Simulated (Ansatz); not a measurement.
# Pressure series in La2O3

The reference is La₂O₃ (space group P-3m1, No. 164; a = 3.9353 Å, c = 6.1263 Å).

Cell and atoms are relaxed at each pressure.

The values are results of r2SCAN in Ansatz (plane waves to 500 eV, PAW, scalar-relativistic without spin-orbit coupling), not measurements.

Candidates:
(a) pressure 22.5 GPa
(b) pressure −1 GPa
(c) pressure 4.5 GPa
(d) pressure 15 GPa

For the base:

```
Quantity   Value
---------  -----
c/a ratio  1.557
```

### Question
Order them by c/a ratio, lowest first.

### Answer
(a) pressure 22.5 GPa (1.428), (d) pressure 15 GPa (1.467), (c) pressure 4.5 GPa (1.529), (b) pressure −1 GPa (1.563)

Load acts through the strain it causes; cell and atoms are relaxed under it. Stability against distortions was not tested. Competing high-pressure phases were not computed.

Ansatz is an electronic-structure program.
